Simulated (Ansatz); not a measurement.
The starting structures come from a database of crystals and need not be the phases stable at ambient conditions.

 Where the default PAW files enter, the runs use the earlier of Ansatz's two default sets.

Data:

```yaml
crystal:
  lattice:
    - [3.22138, 0.00000, 0.00000]
    - [0.00000, 11.38010, 0.00000]
    - [1.61069, 0.00000, 2.78980]
  atoms:
    - { symbol: Sc, position: [0.00000, 0.00000, 0.00000] }
    - { symbol: Sc, position: [0.00000, 0.50000, 0.00000] }
    - { symbol: Cu, position: [0.66667, 0.25000, 0.66667] }
    - { symbol: Cu, position: [0.33333, 0.75000, 0.33333] }
    - { symbol: O, position: [0.33333, 0.58966, 0.33333] }
    - { symbol: O, position: [0.66667, 0.41034, 0.66667] }
    - { symbol: O, position: [0.66667, 0.08966, 0.66667] }
    - { symbol: O, position: [0.33333, 0.91034, 0.33333] }
```

Space group of this cell: P6_3/mmc. The cell is taken as given; by r2SCAN its mean pressure is -0.8 GPa.

Transport runs along the normal of the first two printed cell vectors, the (100) plane of the conventional cell.

The gap is the functional's own, uncorrected, and κ follows it; spin-orbit coupling is left out. Mid-gap values are interpolated between the computed energies.

Q: Estimate the band gap and the smallest decay constant κ at mid-gap that Ansatz (a program for electronic structure) with r2SCAN returns for this system.

A: Gap 2.57 eV on a 12×4×12 mesh; κ = 0.272 1/Å, at the zone centre.
